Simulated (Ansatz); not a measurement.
An Ansatz (an electronic-structure program) input (Ansatz PBEsol, no SOC):

Ansatz 0.2 input:
```yaml
crystal:
  lattice:
    - [0, 3.6561182104, 3.6561182104]
    - [3.6561182104, 0, 3.6561182104]
    - [3.6561182104, 3.6561182104, 0]
  atoms:
    - { symbol: Br, position: [0.25, 0.25, 0.25] }
    - { symbol: Tl, position: [0, 0, 0] }
basis: { ecutwfc: 420, ecutrho_ratio: 4, xc_grid: 2, fft_grid_basis: typed }
kpoints: { mp_grid: { grid: [8, 8, 8] } }
hamiltonian:
  xc: pbesol
  dispersion: none
  pseudopotentials: { kind: paw }
scf: { occupations: { method: fermi_dirac, width: 0.05 }, convergence: { dr2_threshold: 0.0000000002 } }
output: { forces: true, stress: true }
```

Task: Which symmetry and how many k-points will the program report, and about how many plane waves at Γ?

Result: Space group F-43m (ITA 216) with 24 operations, k-points 29 of 512, and 1917 plane waves at Γ.

Stability against distortions was not tested. The cell is TlBr in the zinc blende structure (space group F-43m, No. 216; a hypothetical phase, not in the database extracts checked).
